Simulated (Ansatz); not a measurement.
The starting structures come from a database of crystals and need not be the phases stable at ambient conditions.

By PBEsol, the system below comes out a metal.

A figure of merit of an interconnect metal is its ballistic conductance per area.

```
MoPt
1.0
    4.50380     0.00000     0.00000
    0.00000     9.76282     0.00000
    0.00000    -4.88141     2.83706
Mo Pt
4 4
Direct
  0.00000   0.33481   0.00000
  0.50000   0.66675   0.00000
  0.00000   0.82055   0.48148
  0.00000   0.33907   0.51852
  0.00000   0.83507   0.00000
  0.50000   0.16613   0.49572
  0.50000   0.67041   0.50428
  0.50000   0.16746   0.00000
```

Space group of this cell: Amm2. The cell is taken as given; by PBEsol its mean pressure is -10.9 GPa.

The current flows along the normal of the first two printed cell vectors. No spin-orbit coupling; the value is a mean over 0.1 eV about the Fermi level.

Question: Compute, with PBEsol run with Ansatz (a program for electronic structure), the ballistic conductance per area.

Answer: 0.53 × 10¹⁵ S/m² for both spins.
